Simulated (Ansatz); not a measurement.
A self-consistent single point of SrMn₂Ge₂ (I4mm, 5 atoms in the cell) with Ansatz (a quantum-chemistry and plane-wave program).

Level of theory: PBEsol, default PAW files made with PBE (plane waves; Ansatz).

```
CELL_PARAMETERS angstrom
     -2.03069     2.03069     5.73569
      2.03069    -2.03069     5.73569
      2.03069     2.03069    -5.73569
ATOMIC_POSITIONS crystal
  Sr 0.00436 0.00436 0.00000
  Mn 0.75000 0.25000 0.50000
  Mn 0.25000 0.75000 0.50000
  Ge 0.63376 0.63376 0.00000
  Ge 0.36624 0.36624 0.00000
```
Moments meant for the start (each program seeds them in its own way; μB, in the order of the atoms Sr Mn Mn Ge Ge): 0.0 4.0 4.0 0.0 0.0.

Reference input (self-consistent single point, DFT, PBEsol, plane waves, default PAW files made with PBE): basis.ecutwfc = 30.9 Ry; kpoints.mp_grid.grid = 5 5 5; hamiltonian.xc = pbesol; hamiltonian.pseudopotentials = {kind: paw} (the program's default PAW files); magnetization.spin_polarized = true; scf.occupations.method = fermi_dirac; scf.occupations.width = 0.0073 Ry. This run's input differs from it in these lines:

Ansatz 0.2 input:
```diff
@@ -16,3 +16,3 @@
   mp_grid:
-    grid: [5, 5, 5]
+    grid: [6, 6, 6]
 hamiltonian:
@@ -26,3 +26,3 @@
     method: fermi_dirac
-    width: 0.0073 Ry
+    width: 0.0015 Ry
 output:
```

Output (repeated stretches shortened):

```
SCF iter   1: F=—  HF=-19738.374854 eV  |F-HF|=—  |Δ(HF+E_count)|=         —  Δρ=8.15e-2 (↑8.15e-2 ↓6.32e-2)  dr2=2.13e0  dr2_m=4.20e0  M=4.653 μB ∫|m|=5.369 μB  β_m=0.30  ethr=3.10e-3  ⟨swp⟩=7.4  Hψ=11780  notcnv=0
Mixer restart at iter 1: flushing history
all-band conjugate gradients solve this SCF's bands
preconditioner: auto → Kerker (q_TF=auto, 2.582 Å⁻¹)
spin=Collinear: Kerker preconditioning applied to the charge; magnetization (m = ρ↑ − ρ↓) channel mixes plain (no charge-response kernel on spin).
   [... lines left out ...]
SCF iter  13: F=—  HF=-19738.170066 eV  |F-HF|=—  |Δ(HF+E_count)|=   1.60e-8  Δρ=1.88e-6 (↑1.46e-6 ↓1.88e-6)  dr2=6.99e-9  dr2_m=5.34e-10  M=4.378 μB ∫|m|=5.213 μB  β_m=0.83  ethr=1.55e-10  ⟨swp⟩=2.0  Hψ=4263  notcnv=0  defer=292
SCF iter  14: F=-19738.170066 eV  HF=-19738.170066 eV  |F-HF|=2.37e-8  |Δ(HF+E_count)|=  4.29e-10  Δρ=2.69e-6 (↑1.71e-6 ↓2.69e-6)  dr2=2.61e-8  dr2_m=3.17e-10  M=4.378 μB ∫|m|=5.213 μB  ethr=1.03e-11  ⟨swp⟩=9.0  Hψ=11776  notcnv=0
SCF 1 converged in 14 iterations: F = -19738.170066 eV  dr2 = 2.61e-8
WARN: an SCF from antiferromagnetic starting moments (0.00, -4.00, 4.00, 0.00, 0.00 Bohr magnetons, atom by atom) was not made, by what the run has read of …
Magnetization: 4.3781 μB (36.1891 up, 31.8109 down)
   [... lines left out ...]
Absolute magnetization: 5.2186 μB (∫|ρ↑−ρ↓|, with the PAW one-centre terms)
Free energy (F): -19738.170066 eV
Fermi energy:    11.660193 eV
   [... lines left out ...]
  atom   5  Ge     0.00000000    -0.00000000    -0.09986549
--- Stress (GPa, compression-positive) ---
       -3.341483       0.000000      -0.000000
        0.000000      -3.341483       0.000000
       -0.000000       0.000000      -3.265566
  P = ⅓ Tr σ = -3.3162 GPa (-33.162 kbar)
  The stress holds the Pulay correction. Without it, at fixed plane waves, as pw.x and ABINIT print it: P = -3.3406 GPa
```

The run converged in 14 iterations. Against the reference run the free energy goes up by 10.0 meV/atom, the pressure moves little (-3.29 to -3.32 GPa), the largest force moves little (0.213 to 0.212 eV/Å) and the size of the net moment hardly changes (0.87 to 0.88 μB/atom).

The starting cell comes from a database of computed structures (which also holds hypothetical and non-ambient phases and stackings), without a prior relaxation at this level. Its lattice was rescaled by up to half a per cent. One atom was moved a little off its site on purpose. The magnetic order is the one reached from the typed start; others were not searched systematically. The program warned that, by what it read of turns of the moments, another magnetic order lies lower. With a pressure of about -3 GPa the cell is away from its equilibrium volume at this level. Ansatz's pressure includes its estimate of the finite-basis (Pulay) stress.

Cost on one core of a shared machine: roughly 40 s.
